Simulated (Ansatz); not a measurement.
Data:

Host crystal: corundum, with a band gap (PBE, scalar-relativistic without spin-orbit coupling).

End structure of SiH3 on the 1x1 (0001) surface of corundum (cut with top plane Al), one in a 1x1 cell, started at the site 'top Al':

```
CELL_PARAMETERS angstrom
      4.80875     0.00000     0.00000
     -2.40438     4.16450     0.00000
      0.00000     0.00000    27.50000
ATOMIC_POSITIONS crystal
  Al 0.66667 0.33333 0.37743
  O  0.65631 0.68187 0.38078
  O  0.31813 0.97443 0.38078
  O  0.02557 0.34369 0.38078
  Al 0.00000 0.00000 0.41229
  Al 0.33333 0.66667 0.42276
  O  0.31288 0.31024 0.45957
  O  0.99736 0.68712 0.45957
  O  0.68976 0.00264 0.45957
  Al 0.66667 0.33333 0.49224
  Al 0.00000 0.00000 0.50792
  O  0.97711 0.33305 0.54017
  O  0.66695 0.64406 0.54017
  O  0.35594 0.02289 0.54017
  Al 0.33333 0.66667 0.57658
  Al 0.66667 0.33333 0.58698
  O  0.64260 0.99020 0.61888
  O  0.34760 0.35740 0.61888
  O  0.00980 0.65240 0.61888
  Al 0.00000 0.00000 0.62904
  Si 0.00000 0.00000 0.72850
  H  0.29860 0.00485 0.74457
  H  0.99515 0.29375 0.74457
  H  0.70625 0.70140 0.74457
```

Slab: 24 atoms, 6.7 Å thick at the start under the adsorbate (thin: gaps and levels are the slab's own); k 6x6x1, smearing 0.01 eV, dipole-corrected; 9 atoms held, the rest relaxed; start symmetry kept, larger cells not searched; spin-polarised, ending with about 1.0 μB a cell; orders that need a larger cell were not tried, no spin-orbit, no U, no dispersion correction. At the end it is bonded to Al. In PBE it is, or lies within 0.03 eV of, the lowest of the starts that converged.

A negative adsorption energy means that the adsorbate is more stable on the surface than in its reference.

**Question.** Estimate the change of the step from the bottom to the top vacuum level, against the clean slab that PBE in Ansatz (an electronic-structure program) returns for this input.

**Answer.** -1.22 eV

**Question.** What is the computed adsorption energy against SiH4(g) − ½ H2(g) (PBE)?

**Answer.** 30.0 kcal/mol

**Question.** What gap of the slab on its k-mesh does PBE give?

**Answer.** 0.75 eV

**Question.** What is the computed highest filled level below the top vacuum level (PBE)?

**Answer.** 5.28 eV
